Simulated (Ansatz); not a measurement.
YPt3 (Pm-3m, No. 221), treated with r²SCAN (Ansatz, a program for electronic structure, PAW).

Numerical settings: plane-wave cutoff 500 eV, 14×14×14 k mesh, Fermi–Dirac smearing 0.1 eV, scalar-relativistic PAW data made under PBE.

Computed at the level's own relaxed cell.

Problem. What does this level give for the equilibrium volume per atom and lattice constant a?

Solution. 
- equilibrium volume per atom: 17.19 Å³/atom
- lattice constant a: 4.097 Å

The run finds no gap.

Spin–orbit coupling is not included.
